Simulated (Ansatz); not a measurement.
Start from BaHfO3 in the cubic perovskite structure (space group Pm-3m, No. 221; a = 4.158 Å).

Now apply this change: the cell is scaled by 1.0596 in all directions; the atoms relax in the strained cell.

Levels (all Ansatz, a program for electronic structure, PAW): PBEsol (420 eV, no SOC); r2SCAN (500 eV, scalar-relativistic without spin-orbit coupling); HSE06 (420 eV, without spin-orbit coupling).

One geometry, relaxed with PBEsol, under each level:

| level | band gap | lowest conduction level above the VBM at special points | pressure |
|---|---|---|---|
| PBEsol | 3.21 eV | Γ 3.21 eV; X 3.56 eV; M 5.27 eV; R 5.41 eV | -19.99 GPa |
| r2SCAN | 3.78 eV | Γ 3.78 eV; X 4.12 eV; M 5.79 eV; R 6.08 eV | -19.25 GPa |
| HSE06 | [?] | [?] | – |

Task: Give the withheld HSE06 results.

Result: 
- HSE06, band gap: 4.76 eV
- HSE06, lowest conduction level above the VBM at special points: Γ 4.76 eV; X 5.16 eV; M 6.94 eV

Single points use the geometry relaxed with PBEsol. Their cutoffs differ, which shifts pressures a little. HSE06 gaps are upper bounds (no full band path). With Hf present, leaving out spin-orbit coupling can change the band edges. No phonon test of stability was made. The base started in P4mm and relaxed to Pm-3m at this level.
